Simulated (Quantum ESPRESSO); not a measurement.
# Convergence study of the plane-wave cutoff for NaMoO₂ (R3m, 4 atoms in the cell)

```xyz
4
Lattice="1.6087 -0.9288 5.1932 0.0000 1.8576 5.1932 -1.6087 -0.9288 5.1932" Properties=species:S:1:pos:R:3 pbc="T T T"
Na     0.0000     0.0000     7.8398
Mo     0.0000     0.0000     0.0000
O      0.0000     0.0000     4.1302
O      0.0000     0.0000    11.4495
```
Moments meant for the start (each program seeds them in its own way; μB, in the order of the atoms Na Mo O O): 0.0 2.0 0.0 0.0.

Method: LDA (PZ), GBRV 1.5 ultrasoft (LDA) pseudopotentials (plane waves; Quantum ESPRESSO 7.5).

Base settings: ecutwfc = 40 Ry; ecutrho = 320 Ry; occupations = smearing; smearing = fd; degauss = 0.0036749 Ry; nspin = 2; potentials = {Na: na_lda_v1.5.uspp.F.UPF, Mo: mo_lda_v1.uspp.F.UPF, O: o_lda_v1.2.uspp.F.UPF}; K_POINTS = automatic 3 3 3 0 0 0; conv_thr = 1e-10 Ry; mixing_beta = 0.3.

Moved along: ecutrho.

The second cell is the first with its lattice scaled by 0.98.

The mesh stays at the base's, so the ladder's end is converged at best in this setting alone.

Only quantities that move along the ladder and can be compared are tabulated.

The count of work is k-points × plane waves × bands × iterations; it is no time. 

The starting cell comes from a database of computed structures (which also holds hypothetical and non-ambient phases and stackings), without a prior relaxation at this level. Its lattice was rescaled by up to half a per cent. One atom was moved a little off its site on purpose. The moments shrank to a small part of their start, a low-spin state that need not be the lowest. In the base run, with a pressure of about -14 GPa the cell is away from its equilibrium volume at this level. Without a gap this mesh is coarse (it stands for a supercell whose shortest vector is 10 Å).

Steps (ecutwfc): 14 Ry; 16 Ry; 20 Ry; 22 Ry; 24 Ry; 32 Ry; 36 Ry; 40 Ry; 44 Ry; 48 Ry; 54 Ry; 70 Ry; 96 Ry.

Task: What is the coarsest ecutwfc that holds the pressure within 0.1 GPa of the last step, with all finer ones?

Result: 70 Ry; the step before is off by 0.13 GPa.

Task: What is the coarsest ecutwfc that holds the net moment within 0.01 μB/atom of the last step, with all finer ones?

Result: 16 Ry, at 0.064 of the last step's count of work; the step before is off by 0.025 μB/atom.

Task: What is the coarsest ecutwfc that holds the energy of the compressed cell less the first within 0.2 meV/atom of the last step, with all finer ones?

Result: 44 Ry, at 0.33 of the last step's count of work; the step before is off by 0.25 meV/atom.

| ecutwfc | free energy less the last step's (meV/atom) | energy of the compressed cell less the first (meV/atom) | pressure (GPa) | largest difference of a force vector from the last step's (eV/Å) | net moment (μB/atom) | count of work / last |
|---|---|---|---|---|---|---|
| 14 Ry | 16101.01 | -27.59 | -614.21 | 0.985 | 0.170 | 0.055 |
| 16 Ry | 8978.84 | 47.18 | -396.68 | 0.239 | 0.193 | 0.064 |
| 20 Ry | 2882.82 | -47.74 | -170.61 | 0.345 | 0.195 | 0.099 |
| 22 Ry | 1567.42 | -43.74 | -110.36 | 0.122 | 0.195 | 0.11 |
| 24 Ry | 833.15 | -0.42 | -72.22 | 0.021 | 0.195 | 0.14 |
| 32 Ry | 50.47 | -37.82 | -19.07 | 0.006 | 0.195 | 0.21 |
| 36 Ry | 17.51 | -39.24 | -14.71 | 0.005 | 0.195 | 0.24 |
| 40 Ry | 13.44 | -39.44 | -13.97 | 0.004 | 0.195 | 0.29 |
| 44 Ry | 11.71 | -39.57 | -14.11 | 0.002 | 0.195 | 0.33 |
| 48 Ry | 8.88 | -39.63 | -14.21 | 0.001 | 0.195 | 0.38 |
| 54 Ry | 5.26 | -39.64 | -14.09 | 0.002 | 0.195 | 0.45 |
| 70 Ry | 2.96 | -39.68 | -13.95 | 0.001 | 0.195 | 0.66 |
| 96 Ry | 0.00 | -39.70 | -13.96 | 0.000 | 0.195 | 1.0 |

At the lowest cutoff the pressure lies 600 GPa under the last step's, the usual sign of Pulay stress in an incomplete plane-wave basis.
